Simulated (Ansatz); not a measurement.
**Cost against accuracy: basis.ecutwfc for Si8Mg5Ca2H2O24 (C2/m, 41 atoms in the cell)**

Cell: a = 10.1073 Å, b = 10.1073 Å, c = 5.1887 Å, α = 97.00°, β = 97.00°, γ = 122.81°.

Method: PBEsol, default PAW files made with PBE (plane waves; Ansatz, a first-principles code).

Base settings: basis.ecutwfc = 420 eV; kpoints.mp_grid.grid = 3 3 4; hamiltonian.xc = pbesol; hamiltonian.pseudopotentials = {kind: paw} (the program's default PAW files); scf.occupations.method = methfessel_paxton; scf.occupations.width = 0.136 eV.

Misses are taken against the tightest run, 840 eV, which need not be fully converged itself. The energy is the free energy per atom.

The count of work is k-points × plane waves × bands × iterations; it is no time, and leaves out set-up, grids and terms that scale otherwise. Core times come from one kind of shared machine and are given to one figure; runs under 30 s give none.

Ansatz's pressure holds its estimate of the finite-basis (Pulay) stress, which hides part of the cutoff error; the uncorrected pressure shows it.

The starting cell comes from a database of published, mostly measured structures (it also holds non-ambient and calculated ones), without a prior relaxation at this level. Its lattice was rescaled by a random factor within 2.5 % of one. In the base run, with a pressure of about 14 GPa the cell is away from its equilibrium volume at this level. In the base run, forces exceed 1 eV/Å. Ansatz's pressure includes its estimate of the finite-basis (Pulay) stress.

```
basis.ecutwfc  energy less reference (meV/atom)  pressure less reference (GPa)  largest difference in the force on any atom (eV/Å)  uncorrected pressure less reference (GPa)  count of work / reference  core time / reference (rough)
-------------  --------------------------------  -----------------------------  --------------------------------------------------  -----------------------------------------  -------------------------  -----------------------------
170 eV                                  8599.45                          -6.17                                               2.798                                    -354.08                       0.10                              –
210 eV                                  3285.83                           2.21                                               0.717                                    -173.87                       0.12                            0.1
250 eV                                  1152.15                           2.04                                               0.490                                     -77.38                       0.16                            0.2
295 eV                                   323.61                           0.36                                               0.119                                     -28.22                       0.21                            0.2
335 eV                                    94.87                          -0.05                                               0.027                                     -10.43                       0.25                            0.2
380 eV                                    20.20                          -0.01                                               0.061                                      -2.83                       0.30                            0.2
420 eV                                     4.54                           0.02                                               0.066                                      -0.66                       0.35                            0.3
485 eV                                     1.16                           0.03                                               0.048                                       0.02                       0.44                            0.4
545 eV                                     0.88                           0.02                                               0.029                                       0.01                       0.52                            0.5
630 eV                                     0.40                           0.01                                               0.013                                       0.01                       0.65                            0.6
735 eV                                     0.23                           0.00                                               0.004                                       0.01                       0.82                            0.7
840 eV                                     0.00                           0.00                                               0.000                                       0.00                        1.0                              1
```

Coarsest setting among those run that, with all tighter ones, holds the energy within 10 meV/atom of the reference: 420 eV, off by 4.5 meV/atom; it needs 0.35 of the reference's count of work and about 0.3 of the reference's time.

Coarsest setting among those run that, with all tighter ones, holds the energy within 2 meV/atom of the reference: 485 eV, off by 1.2 meV/atom; it needs 0.44 of the reference's count of work and about 0.4 of the reference's time.

The step from 335 eV to 735 eV: it takes the miss in the energy from 95 to 0.23 meV/atom, for 3.3 times the count of work and roughly 4 times the time.

Keys are those of Ansatz 0.2.
